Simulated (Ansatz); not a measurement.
Base system: BeS in the zinc blende structure (space group F-43m, No. 216).

```
CELL_PARAMETERS angstrom
      0.00000     2.43428     2.43428
      2.43428     0.00000     2.43428
      2.43428     2.43428     0.00000
ATOMIC_POSITIONS crystal
  S  0.75000 0.75000 0.75000
  Be 0.00000 0.00000 0.00000
```

Level of theory: Ansatz (a quantum-chemistry and plane-wave program) r2SCAN, spin-orbit coupling left out.

Carriers are added at fixed cell with a uniform background; the Fermi–Dirac width is that of 300 K.

One change was made to it. Results:

```tsv
quantity	base	after
Fermi level relative to the doped band's edge (positive inside the band; to 0.05 eV)	–	+0.95 eV
gap between the host's bands	3.59 eV	4.19 eV
gap character	indirect, Γ → X	indirect, Γ → X
```

Question: Name the change that was made.
(A) holes 1.5×10^21 cm⁻³
(B) electrons 2.0×10^22 cm⁻³
(C) electrons 1.5×10^21 cm⁻³
(D) holes 2.0×10^22 cm⁻³

Answer: D, holes 2.0×10^22 cm⁻³. For comparison, the Fermi level from band edge in the other runs: electrons 1.5×10^21 cm⁻³ gives +0.50 eV; electrons 2.0×10^22 cm⁻³ gives +2.05 eV; holes 1.5×10^21 cm⁻³ gives +0.20 eV.

Charged cell with a jellium background: band edges are those of the host's band count, energies are not comparable with the neutral cell, and many-body gap narrowing is missing. No phonon test of stability was made.
